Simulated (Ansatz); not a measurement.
C on the 1x1 (110) surface of bcc Mo, one in a 2x1 cell, energies for each (14.1 Å²). Energies are against an atom of graphite, without zero-point or thermal terms; each row is named by its start.

Computed with PBE (plane waves to 420 eV, PAW; Ansatz, an electronic-structure program).

### Question
Which site binds most strongly?
(A) bridge Mo-Mo (span 2.7 Å)
(B) top Mo
(C) bridge Mo-Mo (span 3.2 Å)

### Answer
C, bridge Mo-Mo (span 3.2 Å). Adsorption energies: bridge Mo-Mo (span 3.2 Å) 0.66 eV; bridge Mo-Mo (span 2.7 Å) 1.80 eV; top Mo 3.42 eV.
